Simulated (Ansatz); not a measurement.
Consider Mg$_{2}$Ge in the anti-fluorite structure (space group Fm-3m, No. 225; a = 6.286 Å).

The change: an isotropic linear strain of +1.00 %; the atoms relax in the strained cell.

Calculations: LDA/PAW in Ansatz (an electronic-structure program), spin-orbit coupling left out.

Base, band edges from the VBM (valence, conduction): X -2.06, 0.10; W -2.79, 2.81; L -0.75, 1.10; Γ 0.00, 1.16; K -1.72, 0.71; U -1.72, 0.71 eV.

### Question
Give the band edges at the high-symmetry points of the new zone, measured from its valence-band maximum.

### Answer
```tsv
point	valence edge (eV)	conduction edge (eV)
Γ	0.00	0.99
X	-2.02	0.13
U	-1.69	0.69
K	-1.69	0.69
L	-0.74	0.97
W	-2.72	2.79
```

The gap is 0.13 eV, indirect, Γ → X.

Semilocal Kohn–Sham gaps tend to fall short of experiment. Stability against distortions was not tested. The zero or small gap of Mg2Ge can change with the level of theory.
